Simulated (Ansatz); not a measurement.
Results of PBEsol (plane waves, PAW; Ansatz, an electronic-structure program) for CsCl-type DyAg.

Settings: plane-wave cutoff 520 eV, 16×16×16 k mesh, Fermi–Dirac smearing 0.05 eV, spin-polarised with parallel moments, scalar-relativistic PAW data made under PBE.

Cell (relaxed at this level):

```cif
data_AgDy
_chemical_formula_sum 'Ag1 Dy1'
_space_group_name_H-M_alt 'P 1'
_space_group_IT_number 1
_cell_length_a 3.60777
_cell_length_b 3.60777
_cell_length_c 3.60777
_cell_angle_alpha 90.000
_cell_angle_beta 90.000
_cell_angle_gamma 90.000
loop_
_space_group_symop_operation_xyz
  'x, y, z'
loop_
_atom_site_label
_atom_site_type_symbol
_atom_site_fract_x
_atom_site_fract_y
_atom_site_fract_z
_atom_site_occupancy
Ag1 Ag 0.00000 0.00000 0.00000 1
Dy1 Dy 0.50000 0.50000 0.50000 1
```
Starting moments (μB, in the order of the record's atoms Ag Dy): 0.0 5.0.

Q: Give the computed bulk modulus B0.

A: 
- bulk modulus B0: 61.3 GPa

The run finds no gap.

Note: the magnetic order was assumed, not searched for or taken from measurement; the bulk modulus is −V dP/dV from two relaxed cells at ±2 % in volume; the 4f shell is treated without U or exact exchange, so its levels and filling can be wrong.

Spin–orbit coupling is not included.

Computed values are for the static lattice.
